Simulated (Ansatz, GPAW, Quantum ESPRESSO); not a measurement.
## Code comparison for Zn3Ir (I4/mmm, 4 atoms in the cell)

Self-consistent single point, at a second geometry (lattice scaled by 0.98). First geometry:

```xyz
4
Lattice="-1.8526 1.8526 4.0313 1.8526 -1.8526 4.0313 1.8526 1.8526 -4.0313" Properties=species:S:1:pos:R:3 pbc="T T T"
Zn     0.0000     1.8526     2.0156
Zn     1.8526     0.0000     2.0156
Zn     0.0000     0.0000     4.0313
Ir     0.0000     0.0000     0.0000
```

Shared settings, as Ansatz (a program for electronic structure) writes them: kpoints.mp_grid.grid = 8 8 8; scf.occupations.method = gaussian; scf.occupations.width = 0.272 eV. Potentials and cutoffs stand in the table.

```json
[
 {"code": "Ansatz", "model": "PBEsol, PAW files made with PBE", "ΔF from the first geometry (meV/atom)": "0.5", "pressure (GPa)": "5.44", "cutoff": "default"},
 {"code": "GPAW", "model": "PBEsol, GPAW PAW datasets PBEsol (made by gpaw-setup)", "ΔF from the first geometry (meV/atom)": "-0.4", "pressure (GPa)": "5.39", "cutoff": "850 eV"},
 {"code": "Quantum ESPRESSO", "model": "PBEsol, PSlibrary ultrasoft (PBE) pseudopotentials", "ΔF from the first geometry (meV/atom)": "1.7", "pressure (GPa)": "4.11", "cutoff": "50 Ry"}
]
```

For Quantum ESPRESSO (by 1.8 GPa) the energy change implies a higher mean pressure, against the two pressures, than for the other programs: a sign of finite-basis (Pulay) stress.

On Ansatz's run: spin-orbit coupling is off. Spin polarisation is off.

The spread over the programs that give each value: ΔF from the first geometry within 2.1 meV/atom; pressure within 1.33 GPa.

Ansatz's pressure is given at a fixed set of plane waves, as the other plane-wave codes print theirs; with its correction for the finite basis it is 5.57 GPa. In the pressure, Quantum ESPRESSO (by 1.28) lies more than 1 GPa from the median of the plane-wave programs.

The starting cell comes from a database of computed structures (which also holds hypothetical and non-ambient phases and stackings), without a prior relaxation at this level. Its lattice was rescaled by a random factor within 2.5 % of one. For this run, on top of that: lattice scaled by 0.98.

Left out of this page: Elk and FLEUR (not drawn, or without a comparable value); SIESTA (unsound by tests on forces, stress, charge or solver warnings).

Keys are those of Ansatz 0.2.
